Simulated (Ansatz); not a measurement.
## Response to strain in CdSe

The parent structure is CdSe in the zinc blende structure (space group F-43m, No. 216; a = 6.133 Å). Axes: x, y, z lie along the cube axes.

Strains are applied to the cell and any free atomic positions relax; under biaxial strain the out-of-plane vector relaxes too.

Method: Kohn–Sham DFT with the r2SCAN functional, run in Ansatz (a program for electronic structure) with PAW and 500 eV plane waves, scalar-relativistic without spin-orbit coupling.

Notes on the quantities. pressure: mean of the normal stresses, compression positive; energy relative to the base: free energy F.

```tsv
change	band gap	electron mass	pressure	energy relative to the base	out-of-plane strain
base	1.04 eV	0.093 mₑ (at Γ)	0.1 kbar	0 meV/atom	–
biaxial strain −2.50 %, plane normal [111], relaxed out of plane	0.99 eV	0.091 mₑ out of plane, 0.097 mₑ in plane (at Γ)	14.7 kbar	+9.8 meV/atom	(withheld)
biaxial strain −2.08 %, plane normal [111], relaxed out of plane	1.01 eV	–	12.2 kbar	+6.8 meV/atom	+1.89 %
biaxial strain −1.67 %, plane normal [111], relaxed out of plane	1.02 eV	0.095 mₑ (at Γ)	9.7 kbar	+4.4 meV/atom	+1.52 %
biaxial strain −1.25 %, plane normal [111], relaxed out of plane	1.03 eV	0.094 mₑ (at Γ)	7.3 kbar	+2.4 meV/atom	+1.14 %
biaxial strain −0.83 %, plane normal [111], relaxed out of plane	1.03 eV	0.094 mₑ (at Γ)	4.8 kbar	(withheld)	+0.76 %
biaxial strain −0.42 %, plane normal [111], relaxed out of plane	1.04 eV	0.094 mₑ (at Γ)	2.4 kbar	+0.3 meV/atom	+0.39 %
```

**Question.** Complete the table.

**Answer.** 
- biaxial strain −2.50 %, plane normal [111], relaxed out of plane, out-of-plane strain: +2.27 %
- biaxial strain −0.83 %, plane normal [111], relaxed out of plane, energy relative to the base: +1.1 meV/atom

Masses are band curvatures over ±0.01 Å⁻¹ around the edge. Semilocal Kohn–Sham gaps tend to fall short of experiment. No phonon test of stability was made.
